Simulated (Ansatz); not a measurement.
TiAl: Zn on a Ti site

Consider a 24-atom supercell of TiAl (space group P4/mmm, No. 123; a = 2.797 Å, c = 4.032 Å) at its relaxed geometry.

The change: a neutral Zn on a Ti site, atoms relaxed at fixed cell, starting from a slightly rattled geometry.

Computed with DFT with PBEsol, PAW potentials and a 420 eV plane-wave cutoff in Ansatz (an electronic-structure program), no spin-orbit coupling, earlier PAW set. Γ-centred 5×4×5 mesh, Fermi–Dirac width 0.05 eV.

| quantity | base | changed | shift |
|---|---|---|---|
| pressure | 0.0 GPa | -0.5 GPa | -0.43 GPa |
| largest displacement of a host atom from its site in the perfect cell | – | 0.06 Å | – |
| mean distance from the defect site to its nearest host atoms | 2.80 Å | 2.75 Å | -0.05 Å |

The cell is small, so the values are those of an ordered compound at a high defect concentration; dilute-limit values will differ. The final runs are not spin-polarised. The defect cell is not spin-polarised.
